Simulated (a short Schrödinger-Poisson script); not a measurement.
MOS inversion layer, SiO2 on p-type Si(100)

Stack: MOS inversion layer, SiO2 on p-type Si(100), at 300 K.

| layer | material | thickness (nm) | Na (cm⁻³) |
|---|---|---|---|
| 1 | SiO2 | 3.7 | - |
| 2 | Si | 1800 | 1.4e16 |

The device is made up for the run: typed textbook-type constants, with dimensions and the other settings drawn at random. SiO2: permittivity 3.9, conduction-band edge (eV) 3.15, gap (eV) 9, electron mass (mₑ) 0.5. Si: permittivity 11.7, conduction-band edge (eV) 0, gap (eV) 1.124, Nv at 300 K (cm⁻³) 3.1e19.

Channel valleys (confinement mass, in-plane density-of-states mass, number): Δ2 0.916, 0.19, 2; Δ4 0.19, 0.417, 4. At the gate the conduction-band edge of layer 1 lies 3.19 eV − eVg above the Fermi level of the channel; the field vanishes at the back. Gaps are held at their typed values at every temperature. Mesh 0.03 nm at interfaces.

Solved with a short Schrödinger-Poisson script written for these runs: 1D Poisson equation in equilibrium, electrons quantum, Hartree (BenDaniel-Duke, 12 states a valley, the channel's in-plane mass for all, wave functions ending at the dielectric), parabolic valleys, classical holes, full ionisation, no traps, pinning or gate leakage.

| Vg (V) | electrons (cm⁻²) | C (μF/cm²) | Δ2 E0 (meV) | Δ2 E1 (meV) | Δ4 E0 (meV) | Δ4 E1 (meV) |
|---|---|---|---|---|---|---|
| -0.3 | 2.84e6 | 0.0455 | 414.6 | 431.3 | 429.9 | 457.8 |
| 0 | 7.37e10 | 0.289 | 145.9 | 166.6 | 165.0 | 198.6 |
| 0.3 | 1.12e12 | 0.697 | 61.4 | 96.9 | 94.7 | 139.9 |
| 0.6 | 2.51e12 | 0.769 | 30.9 | 78.9 | 76.3 | 128.9 |
| 0.9 | 3.98e12 | 0.799 | 11.7 | 69.6 | 66.8 | 124.3 |
| 1.2 | 5.49e12 | 0.816 | -2.9 | 63.5 | 60.6 | 121.7 |
| 1.5 | 7.03e12 | 0.826 | -15.1 | 58.8 | 55.9 | 119.9 |
| 1.8 | 8.58e12 | 0.834 | -25.9 | 55.0 | 52.0 | 118.6 |
| 2.1 | 1.02e13 | 0.839 | -35.7 | 51.7 | 48.7 | 117.6 |
| 2.4 | 1.17e13 | 0.843 | -44.9 | 48.8 | 45.7 | 116.7 |

Gate voltages with under 1e6 electrons/cm² are left out.

Subbands count from the Fermi level.
